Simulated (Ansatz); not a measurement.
**SrTiO3: strain along the normal**

SrTiO3 (cubic perovskite, Pm-3m, 11.783 Å³/atom at rest) under an equal strain ε in the (111) plane with the normal axis free, as in a coherent film. PBEsol in Ansatz, a plane-wave DFT program (PAW, default set), 420 eV, 9×9×9 Γ-centred mesh, Fermi-Dirac smearing 0.05 eV; ions are relaxed within the symmetry of each cell.

Here s stands for strain and y for normal strain.

| strain (%) | normal strain (%) |
|---|---|
| -1.00 | 0.66 |
| -0.50 | 0.32 |
| 0.00 | 0.00 |
| 0.50 | -0.32 |
| 1.00 | -0.63 |
| 2.50 | ? |

Q: Using a straight line, estimate the missing y at s = 2.50 from the other rows, showing the fit.

A: Means: s 0, y 0.006. About the means, the sum of products is -1.6100 and the sum of squares of s is 2.5000; the slope is their ratio. Least squares gives y = 0.006 - 0.6440·s. Residuals (row less fit): 0.010, -0.008, -0.006, -0.004, 0.008; standard error 0.010 (degrees of freedom: 3). The slope, -0.64 ± 0.01, is the elastic response of the normal axis. At the withheld row, y = 0.006 - 0.6440 × 2.5 = -1.604%. The calculation gives -1.52%, 0.084% above the prediction (3.9 % of the range of y in the table). The row lies outside the fitted rows, so this is an extrapolation. From the scatter of the fitted rows alone, a prediction at this place has a standard error of 0.019%, so the miss is 4.4 times that.

One order more, fitted to all 11 runs of the series, follows each within 0.01, so the miss is the next term of a smooth law. The primitive cell can neither tilt nor turn polar against its symmetry, as such crystals can under strain. SrTiO3 is here the ideal cubic form; the compound distorts at low or room temperature. Rows are the converged runs of the series near zero and its far end; series whose fitted rows scatter by over a few per cent of the range, as at a crossing or softening among them, aren't shown in this form. Most that stay on the fit to the last digits aren't either.
